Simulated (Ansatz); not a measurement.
System: zinc-blende BeS. Method: RPBE in Ansatz (PAW).

Settings: plane-wave cutoff 520 eV, 12×12×12 k mesh, Fermi–Dirac smearing 0.01 eV, scalar-relativistic PAW data made under PBE.

Equation-of-state points:

```tsv
V (Å³/atom)	E − E_lowest (meV/atom)
13.968	16.24
14.265	6.99
14.562	1.70
14.860	0.00
15.157	1.56
15.454	6.09
15.751	13.31
```

Problem. Estimate the bulk modulus and its pressure derivative from these points.

Solution. V0 = 14.861 Å³/atom, B0 = 87.8 GPa, B′ = 3.8 (fit to the energies at full precision).

Measured, for comparison: bulk modulus 105 GPa (room temperature, no zero-point or thermal correction; as tabulated in Narayana, Nesamony, Ruoff, Phys. Rev. B 56, no. 22 (1997)); equilibrium volume per atom 14.44 Å³/atom (room temperature, no zero-point or thermal correction; as tabulated in Narayana, Nesamony, Ruoff (BeS at high pressure; core.ac.uk copy)). Computed (rounded) less measured: bulk modulus -16 %, equilibrium volume per atom +2.9 %.

Static lattice: no zero-point or thermal effects.

Ansatz is an electronic-structure program.
